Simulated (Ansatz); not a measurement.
```xyz
2
Lattice="0.0000 3.3121 3.2596 3.2596 0.0000 3.2596 3.2596 3.3121 0.0000" Properties=species:S:1:pos:R:3 pbc="T T T"
Sb     4.8894     4.9681     4.8894
In     0.0000     0.0000     0.0000
```

No spin polarisation.

The values are results of DFT with PBEsol, PAW potentials and a 420 eV plane-wave cutoff in Ansatz (a quantum-chemistry and plane-wave program), no spin-orbit coupling, not measurements. k-mesh 12×12×12 (Γ-centred); smearing 0.05 eV (Fermi–Dirac).

Question: Predict the pressure (mean of the normal stresses, compression positive).

Answer: -0.7 GPa.

Question: Estimate the band gap.

Answer: Zero.

With Sb present, leaving out spin-orbit coupling can change the band edges. The cells carry an imposed strain or load. No phonon test of stability was made. The final runs are not spin-polarised. The cell was made from InSb in the zinc blende structure (space group F-43m, No. 216) by this change: uniaxial strain ε_yy = +1.61 %. A zero or small gap of InSb can be the functional's error rather than a property of the material.
